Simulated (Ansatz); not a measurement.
Input:

```
As
1.0
    3.60509     0.00000     0.00000
   -1.80254     3.24698     0.00000
    0.00000     0.00000    17.27314
As
2
Direct
  0.66564   0.33128   0.53969
  0.33436   0.66872   0.46031
```

Method: PBE, rigid bands (plane waves, PAW, scalar-relativistic; Ansatz, a program for electronic structure). Condition of this run: uniaxial strain yy +4 %, other axes clamped. Geometry: cell and atoms relaxed with PBE, then loaded as said.

Q: Predict the electron conductivity mass (n e² τ/σ) at 300 K, by direction if it differs.

A: 0.35 (x), 0.191 (y) mₑ.

Q: And the band gap?

A: 1.54 eV at this level; semilocal functionals usually fall short of the measured gap.

Rigid bands, one relaxation time for all states, no polarons. Spin-orbit coupling is left out; where it splits the top of the valence band it changes the hole mass and lowers the gap by about a third of the splitting.
